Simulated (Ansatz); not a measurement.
**Hf: pressure series**

Base system: Hf in the hcp (Mg type) structure (space group P6_3/mmc, No. 194).

```
Hf
1.0
    3.19791     0.00000     0.00000
   -1.59896     2.76947     0.00000
    0.00000     0.00000     5.04735
Hf
2
Direct
  0.33333   0.66667   0.75000
  0.66667   0.33333   0.25000
```

Cell and atoms are relaxed at each pressure.

Method: Ansatz (an electronic-structure program), r2SCAN, PAW, cutoff 500 eV, no SOC.

```csv
P (GPa),V (Å³/atom)
-2.01,22.774
-1.01,22.560
0.30,22.291
0.70,22.212
1.49,22.059
3.00,21.778
5.00,21.429
7.50,21.023
10.00,20.647
```

### Question
Fit a third-order Birch–Murnaghan equation of state.

### Answer
Least squares on P(V) = (3B₀/2)[(V₀/V)^(7/3) − (V₀/V)^(5/3)]·[1 + (3/4)(B₀′ − 4)((V₀/V)^(2/3) − 1)] gives V₀ = 22.35 Å³/atom, B₀ = 111 GPa and B₀′ = 3.3.

Load acts through the strain it causes; cell and atoms are relaxed under it. No phonon test of stability was made. No other phases were tried under pressure. The final runs are not spin-polarised.
